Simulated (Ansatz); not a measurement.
Results of LDA in Ansatz (PAW) for LaTiO₂N (I2₁2₁2₁, No. 24, 10 atoms in the cell; start mp-1222738).

Run with plane-wave cutoff 520 eV, 8×8×8 k mesh, Fermi–Dirac smearing 0.01 eV, no spin polarisation, scalar-relativistic PAW data made under PBE.

Cell (relaxed at this level):

```yaml
crystal:
  lattice:
    - [-2.76325, 2.78120, 3.82752]
    - [2.76325, -2.78120, 3.82752]
    - [2.76325, 2.78120, -3.82752]
  atoms:
    - { symbol: La, position: [0.99329, 0.75000, 0.74329] }
    - { symbol: La, position: [0.50671, 0.25000, 0.75671] }
    - { symbol: Ti, position: [0.25000, 0.51808, 0.26808] }
    - { symbol: Ti, position: [0.75000, 0.98192, 0.23192] }
    - { symbol: N, position: [0.96417, 0.71417, 0.25000] }
    - { symbol: N, position: [0.53583, 0.78583, 0.75000] }
    - { symbol: O, position: [0.42557, 0.75000, 0.17557] }
    - { symbol: O, position: [0.07443, 0.25000, 0.32443] }
    - { symbol: O, position: [0.95470, 0.20470, 0.75000] }
    - { symbol: O, position: [0.54530, 0.29530, 0.25000] }
```

**Question.** What does this level give for the band gap and direct gap at Γ?

**Answer.** 
* **band gap**: 1.27 eV (on the SCF k mesh)
* **direct gap at Γ**: 1.37 eV

Note: the relaxation could not lower the start's symmetry, so the cell can be a saddle point above a distorted one.

Spin–orbit coupling is not included.

Static lattice: no zero-point or thermal effects.

A start named mp-… is a Materials Project structure, which need not be a measured phase.

Ansatz is a program for electronic structure.
